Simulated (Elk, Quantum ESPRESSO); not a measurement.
An Elk input for a self-consistent single point of MnAgO₂ (C2/m, 4 atoms in the cell) (DFT, LDA (PW92), all-electron FP-LAPW, Elk's shipped species files, APW+lo basis with extra local orbitals):

```
tasks
  0

xctype
  3

spinpol
  .true.

reducebf
  0.5

rgkmax
  7.5

gmaxvr
  14.0

nxlo
  2

lorbcnd
  .true.

rmtscf
  0.82

lmaxi
  2

nempty
  10

stype
  3

swidth
  0.00183747

avec
    5.2594744117   -2.7521687820    0.0000000000
    5.2594744117    2.7521687820    0.0000000000
   -2.4884763986    0.0000000000   11.7766825018

sppath
  './'

atoms
  3   : nspecies
  'Mn.in'   : spfname
  1   : natoms; atposl, bfcmt below
  0.5000000000  0.5000000000  0.5000000000    0.0 0.0 -4.0
  'Ag.in'   : spfname
  1   : natoms; atposl, bfcmt below
  0.0000000000  0.0000000000  0.0000000000    0.0 0.0 0.0
  'O.in'   : spfname
  2   : natoms; atposl, bfcmt below
  0.1009900000  0.1009900000  0.3356200000    0.0 0.0 0.0
  0.8990100000  0.8990100000  0.6643800000    0.0 0.0 0.0

ngridk
  7 7 3
```

Question: Translate this input to Quantum ESPRESSO.

Answer: This is the input that was run; spellings and numerical settings could be chosen otherwise.

```fortran
&CONTROL
    calculation = 'scf'
    prefix = 'MnAgO2'
    outdir = './tmp'
    pseudo_dir = './'
    tprnfor = .true.
    tstress = .true.
/
&SYSTEM
    ibrav = 0
    nat = 4
    ntyp = 3
    ecutwfc = 50
    ecutrho = 400
    occupations = 'smearing'
    smearing = 'fd'
    degauss = 0.0036749
    nspin = 2
    starting_magnetization(1) = 0.267
/
&ELECTRONS
    conv_thr = 1.0d-10
    mixing_beta = 0.5
/
ATOMIC_SPECIES
Mn    54.9380  mn_lda_v1.5.uspp.F.UPF
Ag   107.8682  ag_lda_v1.4.uspp.F.UPF
O     15.9990  o_lda_v1.2.uspp.F.UPF
ATOMIC_POSITIONS {angstrom}
Mn    2.12477150    0.00000000    3.11597600
Ag    0.00000000    0.00000000    0.00000000
O     0.12019001    0.00000000    2.09156773
O     4.12935299    0.00000000    4.14038427
K_POINTS {automatic}
7 7 3  0 0 0
CELL_PARAMETERS {angstrom}
   2.78319400    -1.45638500     0.00000000
   2.78319400     1.45638500     0.00000000
  -1.31684500     0.00000000     6.23195200
```

Basis settings and potentials, where a program has them, do not carry over. This input uses DFT, LDA (PZ), plane waves, GBRV 1.5 ultrasoft (LDA) pseudopotentials. LDA parametrisations can differ slightly between programs.

The starting cell comes from a database of computed structures (which also holds hypothetical and non-ambient phases and stackings), without a prior relaxation at this level. Its lattice was rescaled by a random factor within 2.5 % of one.
